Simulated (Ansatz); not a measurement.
Partial pair distribution functions of a relaxed model of amorphous Hf18O39Ga2, broadened by 0.06 Å; density 8.70 g/cm³. Level of theory: PBE, scalar-relativistic without spin-orbit coupling (plane waves to 420 eV, PAW; Ansatz, a quantum-chemistry and plane-wave program).

A CHGNet melt-quench gave the starting glass, which DFT then relaxed. O atoms were pushed apart under 1.9 Å during the dynamics, to hinder bonds among them. The hot cell started wider than the set density and was brought back towards it in steps. It is the lowest in DFT energy of 2 quenches. It is a model cell: composition and starting density were chosen by hand, and all elements were melted together. No dispersion term was used. Its density started from a set value of 8.70 and ended at 8.70 g/cm³. Cooling (nominally 300 K/ps over its main leg) ran many orders faster than in experiment, which tends to leave more defects and strain. One small periodic cell is one sample of the glass; other quenches scatter about these values. The volume was held where the preparation left it and the shape relaxed, at a PBE pressure of -2.3 GPa (tension). Stress components on the final sampling reach 2.4 GPa.

| r (Å) | g Hf-O | g O-Ga | g Hf-Hf | g O-O |
|---|---|---|---|---|
| 1.65 | 0.00 | 0.01 | 0.00 | 0.00 |
| 1.75 | 0.01 | 1.05 | 0.00 | 0.00 |
| 1.85 | 0.25 | 6.96 | 0.00 | 0.00 |
| 1.95 | 1.62 | 5.47 | 0.00 | 0.00 |
| 2.05 | 6.32 | 3.81 | 0.00 | 0.00 |
| 2.15 | 7.36 | 1.21 | 0.00 | 0.00 |
| 2.25 | 3.87 | 0.03 | 0.00 | 0.00 |
| 2.35 | 1.24 | 0.00 | 0.00 | 0.09 |
| 2.45 | 0.63 | 0.00 | 0.00 | 0.88 |
| 2.55 | 0.20 | 0.00 | 0.00 | 2.12 |
| 2.65 | 0.27 | 0.00 | 0.00 | 2.53 |
| 2.75 | 0.25 | 0.08 | 0.00 | 2.40 |
| 2.85 | 0.13 | 0.58 | 0.00 | 2.31 |
| 2.95 | 0.06 | 0.39 | 0.00 | 1.82 |
| 3.05 | 0.23 | 0.56 | 0.13 | 1.39 |
| 3.15 | 0.18 | 0.27 | 0.89 | 1.50 |
| 3.25 | 0.23 | 0.51 | 2.54 | 1.23 |
| 3.35 | 0.33 | 0.65 | 4.07 | 0.83 |
| 3.45 | 0.33 | 1.91 | 3.21 | 0.58 |
| 3.55 | 0.35 | 1.96 | 2.29 | 0.77 |
| 3.65 | 0.79 | 1.58 | 1.64 | 0.79 |
| 3.75 | 0.90 | 0.91 | 1.83 | 0.69 |
| 3.85 | 1.10 | 0.59 | 1.82 | 0.65 |
| 3.95 | 1.13 | 0.65 | 1.80 | 0.83 |
| 4.05 | 1.07 | 0.33 | 1.45 | 1.26 |
| 4.15 | 1.13 | 0.46 | 0.76 | 1.24 |
| 4.25 | 1.06 | 0.97 | 0.56 | 0.97 |
| 4.35 | 1.30 | 1.48 | 0.60 | 0.65 |

Within 2.88 Å each Hf has 6.72 O neighbours on average.
